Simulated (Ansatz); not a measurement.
Consider HgS in the zinc blende structure (space group F-43m, No. 216; a = 5.876 Å). Axes: x, y, z lie along the cube axes.

Method: PBEsol (Ansatz, a first-principles code, PAW, no spin-orbit coupling).

Strains are applied to the cell and any free atomic positions relax; under biaxial strain the out-of-plane vector relaxes too.

One change was made to it. Results:

The pressure (mean of the normal stresses, compression positive) goes from zero to -0.8 GPa; the volume per atom grows by 0.27 Å³ to 25.63 Å³; the energy rises by 5.7 meV/atom.

Task: Name the change that was made.
(A) biaxial strain +1.00 %, plane normal [001], relaxed out of plane
(B) biaxial strain −0.50 %, plane normal [001], relaxed out of plane
(C) biaxial strain +3.00 %, plane normal [001], relaxed out of plane

Result: C, biaxial strain +3.00 %, plane normal [001], relaxed out of plane. For comparison, the energy relative to the base in the other runs: biaxial strain −0.50 %, plane normal [001], relaxed out of plane gives +0.2 meV/atom; biaxial strain +1.00 %, plane normal [001], relaxed out of plane gives +0.6 meV/atom.

A case with no gap was solved on a k-mesh chosen for an insulator, which is coarse for it. Stability against distortions was not tested. All final runs are without spin polarisation. Gaps under 0.05 eV, about the width of the smearing, are given as zero.
